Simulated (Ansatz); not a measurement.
**Convergence study of the k-point mesh at a smearing width of 0.3 eV for LuH2 (I4mm, 3 atoms in the cell)**

```xyz
3
Lattice="0.0000 2.5021 2.5021 2.5021 0.0000 2.5021 2.5021 2.5021 0.0000" Properties=species:S:1:pos:R:3 pbc="T T T"
Lu     0.0000     0.0000     0.0500
H      1.2510     1.2510     1.2510
H      3.7531     3.7531     3.7531
```

Method: PBEsol, default PAW files made with PBE (plane waves; Ansatz, a program for electronic structure).

Base settings: basis.ecutwfc = 420 eV; kpoints.mp_grid.grid = 11 11 11; hamiltonian.xc = pbesol; hamiltonian.pseudopotentials = {kind: paw} (the program's default PAW files); scf.occupations.method = gaussian; scf.occupations.width = 0.1 eV.

In this ladder: scf.occupations.width = 0.3 eV.

Only quantities that move along the ladder and can be compared are tabulated.

The count of work is k-points × plane waves × bands × iterations; it is no time. 

The starting cell comes from a database of computed structures (which also holds hypothetical and non-ambient phases and stackings), without a prior relaxation at this level. Its lattice was rescaled by up to half a per cent. One atom was moved a little off its site on purpose. Ansatz's pressure includes its estimate of the finite-basis (Pulay) stress.

Steps (kpoints.mp_grid.grid): 4 4 4; 5 5 5; 6 6 6; 7 7 7; 9 9 9; 10 10 10; 12 12 12; 15 15 15; 22 22 22; 27 27 27.

Question: What is the coarsest kpoints.mp_grid.grid that holds the forces within 0.02 eV/Å of the last step, with all finer ones?

Answer: 5 5 5, at 0.012 of the last step's count of work; the step before is off by 0.029 eV/Å.

Question: What is the coarsest kpoints.mp_grid.grid that holds the pressure within 0.05 GPa of the last step, with all finer ones?

Answer: 9 9 9, at 0.051 of the last step's count of work; the step before is off by 0.06 GPa.

Question: What is the coarsest kpoints.mp_grid.grid that holds the free energy within 5 meV/atom of the last step, with all finer ones?

Answer: 6 6 6, at 0.017 of the last step's count of work; the step before is off by 11 meV/atom.

```csv
kpoints.mp_grid.grid,free energy less the last step's (meV/atom),pressure (GPa),largest difference of a force vector from the last step's (eV/Å),count of work / last
4 4 4,11.82,-2.49,0.029,0.0088
5 5 5,11.43,-2.25,0.017,0.012
6 6 6,1.14,-2.45,0.007,0.017
7 7 7,-2.88,-2.52,0.002,0.023
9 9 9,0.36,-2.44,0.001,0.051
10 10 10,0.11,-2.46,0.000,0.069
12 12 12,-0.15,-2.47,0.000,0.11
15 15 15,-0.01,-2.46,0.000,0.20
22 22 22,0.00,-2.46,0.000,0.57
27 27 27,0.00,-2.46,0.000,1.0
```

Two neighbours can agree and both be off: 4 4 4 and 5 5 5 differ by 0.40 meV/atom in the free energy, yet lie about 11 meV/atom from the last step.

Keys are those of Ansatz 0.2.
